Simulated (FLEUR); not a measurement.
A self-consistent single point of LiMg (Amm2, 6 atoms in the cell) with FLEUR.

Level of theory: LDA (Perdew-Zunger), all-electron FLAPW (FLEUR), scalar-relativistic valence.

The change in words: lattice scaled by 0.98. Reference geometry:
```xyz
6
Lattice="4.8996 0.0000 0.0000 0.0000 1.7004 7.3461 0.0000 -1.7004 7.3461" Properties=species:S:1:pos:R:3 pbc="T T T"
Li     0.0000     0.0000     4.4949
Li     2.4498     0.0000     6.9767
Li     2.4498     0.0000     1.9899
Mg     0.0000     0.0000    14.2220
Mg     0.0000     0.0000     9.4591
Mg     2.4498     0.0000    11.8310
```

Reference input (self-consistent single point, DFT, LDA (Perdew-Zunger), all-electron FLAPW (FLEUR), scalar-relativistic valence): Kmax = 3.9 1/bohr; GmaxXC = 11.7 1/bohr; xcFunctional = pz; jspins = 1; l_soc = F; mode = gauss; fermiSmearingEnergy = 0.00734986 Htr; mesh (inpgen div1-3) = 5 7 7; inpgen gamma flag = false; Gmax = 11.7 1/bohr; numbands = 0; maxIterBroyd = 15. This run's input differs from it in these lines:

```diff
@@ -3,5 +3,5 @@
 &input film=f /
-9.2588643257 0.0000000000 0.0000000000
-0.0000000000 3.2133375455 13.8820603923
-0.0000000000 -3.2133375455 13.8820603923
+9.0736862833 0.0000000000 0.0000000000
+0.0000000000 3.1490698497 13.6044199404
+0.0000000000 -3.1490698497 13.6044199404
 1.0
@@ -48,5 +48,5 @@
          <bravaisMatrix>
-            <row-1>    9.2588643256999994     0.0000000000000000     0.0000000000000000</row-1>
-            <row-2>    0.0000000000000000     3.2133375454999999    13.8820603922999997</row-2>
-            <row-3>    0.0000000000000000    -3.2133375454999999    13.8820603922999997</row-3>
+            <row-1>    9.0736862833000007     0.0000000000000000     0.0000000000000000</row-1>
+            <row-2>    0.0000000000000000     3.1490698497000000    13.6044199403999997</row-2>
+            <row-3>    0.0000000000000000    -3.1490698497000000    13.6044199403999997</row-3>
          </bravaisMatrix>
```

The program printed (abridged):

```
 Iteration:     1   Distance:       2.55865454 me/bohr^3
 Iteration:     2   Distance:       2.39952563 me/bohr^3
 Iteration:     3   Distance:       0.97715787 me/bohr^3
 Iteration:     4   Distance:       0.24352699 me/bohr^3
 Iteration:     5   Distance:       0.20451325 me/bohr^3
   [... 8 lines left out ...]
 Iteration:    14   Distance:       0.00011568 me/bohr^3
 Iteration:    15   Distance:       0.00001268 me/bohr^3
 Iteration:    16   Distance:       0.00001160 me/bohr^3
 Iteration:    17   Distance:       0.00000590 me/bohr^3
 Reset of history
 Run finished successfully
 Stop message:
   Structural relaxation: new displacements generated

[file out, last iteration]
             iter=     18
[...]
          total density-effective poten   -9.4745044668E+02
          total charge density-energy d   -5.2043822060E+01
 Updated energy parameters for spin:           1
[...]
 fermi energy and band-weighting factors:
    0.398248    0.403402

[...]
FERMIE:
          first approx. to ef    (T=0)  :   0.088128 htr   (energy of the highest occ. eigenvalue)
          number of occ. states  (T=0)  :        786
          first approx. to seigv (T=0)  : -42.564328 htr
          sum of weights of occ. states :  16.514286
          sum of semicore charge        :   0.000000 e
          fermi energy=   0.08705 har   work function=  -2.36879 ev
   [... lines left out ...]
          total moment                 =     0.00000
 Direct bandgap for spin            1 :    1.0987606739066388E-002  Htr
 ---->    free energy=                      -620.8015981354 htr
   [... lines left out ...]
 TOTAL FORCE FOR ATOM TYPE=  4  X=  0.000   Y=  0.000   Z= -0.871
                       FX_TOT= 0.000000 FY_TOT= 0.000000 FZ_TOT= 0.000241
 TOTAL FORCE FOR ATOM TYPE=  5  X=  0.000   Y=  0.000   Z= -9.691
                       FX_TOT= 0.000000 FY_TOT= 0.000000 FZ_TOT=-0.000352
 TOTAL FORCE FOR ATOM TYPE=  6  X=  4.537   Y=  0.000   Z= -5.299
                       FX_TOT= 0.000000 FY_TOT= 0.000000 FZ_TOT= 0.000050
```

The run converged in 17 iterations. FLEUR gives forces in its relaxation mode, with a further iteration, so its stop message speaks of a relaxation. Against the reference run the total energy goes down by 7.6 meV/atom.

The starting cell comes from a database of computed structures (which also holds hypothetical and non-ambient phases and stackings), without a prior relaxation at this level. For this run, on top of that: lattice scaled by 0.98. Values depend on the basis (sphere radii, cutoffs, local orbitals), which need not be converged. The log's line on a gap gives a spacing of levels on this mesh, which the program prints for metals too.

Cost on one core of a shared machine: roughly 10 min.
